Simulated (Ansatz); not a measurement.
**NbNF₂ (model structure, P4/mmm, No. 123, 4 atoms in the cell): properties by level of theory**

```csv
level (code),lattice parameter a (Å),lattice parameter c (Å),bulk modulus B0 (GPa)
LDA (Ansatz),?,3.837,?
PBE (Ansatz),?,?,121
PBEsol (Ansatz),4.079,3.856,?
r²SCAN (Ansatz),4.095,3.862,?
```

Question: Complete the blanks.

Answer: 
- LDA (Ansatz, a first-principles code), lattice parameter a (Å): 4.035
- LDA (Ansatz), bulk modulus B0 (GPa): 144
- PBE (Ansatz), lattice parameter a (Å): 4.129
- PBE (Ansatz), lattice parameter c (Å): 3.877
- PBEsol (Ansatz), bulk modulus B0 (GPa): 131
- r²SCAN (Ansatz), bulk modulus B0 (GPa): 133

Caveats: the bulk modulus is −V dP/dV from two relaxed cells at ±2 % in volume (LDA, PBE, PBEsol, r²SCAN). Ansatz's density-functional and Hartree–Fock values are scalar-relativistic unless marked +SOC, with PAW data made under PBE.

A model structure was made by putting elements into a prototype or built by hand; it is no filed structure, need not be a known phase, and can be a saddle point held by its symmetry.
